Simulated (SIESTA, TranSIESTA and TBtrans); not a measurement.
Run with TranSIESTA and TBtrans (open boundaries, self-consistent; PseudoDojo norm-conserving potentials, scalar-relativistic): Spin polarized, PAO.BasisSize DZP, PAO.EnergyShift 0.15 eV, XC.Authors PBE, Mesh.Cutoff 200 Ry, ElectronicTemperature 300 K, TS.Voltage 0.0 eV, TBT.Elecs.Eta 0.001 eV.

Device: Ti chain with one Rh atom in place of Ti. Leads: straight Ti chain, spacing 2.185 Å. Geometry: 3 atoms about the centre moved by SIESTA (PBE, DZP) to a largest force of 0.03 eV/Å, all others as built, motion along the axis alone.

Give the largest eigenchannel transmissions at the Fermi level (four at most) and the total.

Up: 1.00, 0.74, 0.74, 0.71 (total 3.72); down: 0.99, 0.66, 0.66, 0.59 (total 2.89). The magnetic order of the leads was set by the start, and no other order was tried; the separate lead runs end at 0.44 (left) and 0.44 (right) μB an atom. The straight chain is held at its spacing; free chains may zigzag or dimerise.
